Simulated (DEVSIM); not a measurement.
Structure: abrupt Si p-n junction, at 350 K.

```
layer (left to right)  material  thickness (μm)  Nd (cm⁻³)  Na (cm⁻³)  τn (s)  τp (s)
---------------------  --------  --------------  ---------  ---------  ------  ------
1                            Si            10.0          -     9.4e17  1.5e-6  1.5e-6
2                            Si            61.0       2e14          -  1.5e-6  1.5e-6
```

Left contact: ohmic. Right contact: ohmic. Voltage is applied to the left contact. Recombination: SRH at mid-gap. Gap narrowing is on: ΔEg = 6.92 meV × (l + √(l² + 0.5)), l = ln(N/1.3e17 cm⁻³), shared equally by both band edges. Mobility is constant in doping.

Constants are typed, rounded textbook-type inputs, not results; the design itself was drawn at random and stands for no fabricated device. Values at 300 K; Nc and Nv go as T^1.5, mobilities as T to minus their exponent, the gap by Varshni's rule with the affinity fixed.

```tsv
parameter	Si
gap (eV)	1.124
affinity (eV)	4.05
permittivity	11.7
Nc (cm⁻³)	2.86e19
Nv (cm⁻³)	3.1e19
μn (cm²/Vs)	1417
μp (cm²/Vs)	470
T exponent of μn	2.3
T exponent of μp	2.2
Varshni α (eV/K)	0.000473
Varshni β (K)	636
```

Simulated with DEVSIM: 1D drift-diffusion, Boltzmann statistics, complete ionisation; no tunnelling, impact ionisation, image-force lowering or self-heating.

The thickness of layer 1 was swept, all else fixed.

```csv
thickness of layer 1 (μm),dark forward voltage at 100 A/cm² (V)
2,1.084
3.5,1.024
6,0.975
10,(withheld)
17,0.908
30,0.887
50,0.876
```

**Question.** Complete the blanks.

**Answer.** 
- 10, dark forward voltage at 100 A/cm² (V): 0.938
